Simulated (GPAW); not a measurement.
GPAW run on AlNi (Cmmm, 2 atoms in the cell): self-consistent single point.

Method: PBEsol, GPAW PAW datasets PBEsol (made by gpaw-setup) (plane waves; GPAW 25.7.0).

```xyz
2
Lattice="1.9769 -1.9917 0.0000 1.9769 1.9917 0.0000 0.0000 0.0000 3.1605" Properties=species:S:1:pos:R:3 pbc="T T T"
Al     0.0000     0.0000     0.0000
Ni     1.9769     0.0000     1.5802
```

Reference input (self-consistent single point, DFT LDA (Perdew-Wang 92), plane waves, GPAW PAW datasets LDA (gpaw-data 1.0.1)): mode = pw; ecut = 800 eV; xc = LDA; kpts = 15 15 14; mesh shift (steps) = 0 0 0; occupations.name = fermi-dirac; occupations.width = 0.05 eV; nbands = -8; convergence.forces = 0.001 eV/Å; symmetry.symmorphic = false; symmetry.tolerance = 0.0005; maxiter = 100. This run's input differs from it in these lines:

```diff
@@ -13,3 +13,3 @@
 calc = GPAW(mode={'name': 'pw', 'ecut': 800},
-            xc='LDA',
+            xc='PBEsol',
             kpts={'size': (15, 15, 14), 'gamma': True},
```

Its files differ too (potentials: GPAW PAW datasets PBEsol (made by gpaw-setup)).

Output, abridged:

```
     iter     time        total  log10-change:
                         energy   eigst   dens  force
iter:   1 --:--:--   -13.559949
iter:   2 --:--:--   -13.396847   -0.47  -1.44
iter:   3 --:--:--   -13.273342   -1.15  -1.52
iter:   4 --:--:--   -13.311976   -1.94  -1.57
iter:   5 --:--:--   -13.304197   -2.59  -1.83
iter:   6 --:--:--   -13.335050   -3.04  -2.21
iter:   7 --:--:--   -13.309586   -2.85  -2.08
iter:   8 --:--:--   -13.309117   -4.75  -2.93
iter:   9 --:--:--   -13.309033c  -4.97  -2.99
iter:  10 --:--:--   -13.309032c  -6.32  -3.70
iter:  11 --:--:--   -13.309032c  -7.93c -4.23c
iter:  12 --:--:--   -13.309032c  -7.57c -4.24c -23.78c
Converged after 12 iterations.

Dipole moment: (-0.000000, -0.000000, -0.000000) |e|*Ang

Energy contributions relative to reference atoms: (reference = -47922.716557)

Kinetic:         +7.856005
Potential:       -3.951116
External:        +0.000000
XC:             -17.290671
Entropy (-ST):   -0.007914
Local:           +0.080707
SIC:             +0.000000
--------------------------
Free energy:    -13.312989
Extrapolated:   -13.309032

Showing only first 2 kpts
 Kpt  Band  Eigenvalues  Occupancy
  0     7      6.93636    2.00000
  0     8      7.21595    2.00000
  0     9     11.19739    0.00000
  0    10     15.12509    0.00000

  1     7      6.91382    2.00000
  1     8      7.21795    2.00000
  1     9     10.62032    0.00000
  1    10     15.22536    0.00000

Fermi level: 8.44883

No gap
No difference between direct/indirect transitions
Energy (eV): -13.309032

Forces in eV/Ang:
  0 Al   -0.00000    0.00000    0.00000
  1 Ni   -0.00000    0.00000    0.00000

Stress tensor:
     0.031501     0.000000     0.000000
     0.000000     0.040237     0.000000
     0.000000     0.000000     0.072563
Stress (GPa, Voigt): [ 5.047   6.4467 11.6259  0.      0.      0.    ]
```

The run converged in 12 iterations. GPAW prints stress with tension positive. Against the reference run the pressure goes from -12.77 to -7.71 GPa.

The starting cell comes from a database of computed structures (which also holds hypothetical and non-ambient phases and stackings), without a prior relaxation at this level. Its lattice was rescaled by a random factor within 2.5 % of one. Spin polarisation is off. With a pressure of about -8 GPa the cell is away from its equilibrium volume at this level.

Cost on one core of a shared machine: roughly 6 min.
